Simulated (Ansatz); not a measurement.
## TiAl: Al → Lu

Take TiAl (space group P4/mmm, No. 123; a = 2.813 Å, c = 4.058 Å) as the base.

Perturbation: every Al is replaced by Lu, then cell and atoms are relaxed.

The values are results of r2SCAN (Ansatz, a quantum-chemistry and plane-wave program, PAW, scalar-relativistic without spin-orbit coupling), not measurements. k-mesh 15×15×11 (Γ-centred); smearing 0.05 eV (Fermi–Dirac), for the changed cell.

```yaml
volume_per_atom: 22.38 Å³ (base 16.06 Å³)
lattice_parameter_a: 3.177 Å (base 2.813 Å)
c/a ratio: 1.395 (base 1.443)
space_group: P4/mmm (No. 123) (base P4/mmm (No. 123))
shortest_interatomic_distance: 3.156 Å (base 2.813 Å)
band_gap: zero (base zero)
```

Whether these cells are dynamically stable was not tested. As relaxed here, LuTi is a hypothetical phase, not in the database extracts checked. The final runs are not spin-polarised. An odd electron count without spin: LuTi and TiAl. LuTi has a high density of states at the Fermi level and may be magnetic at this level.
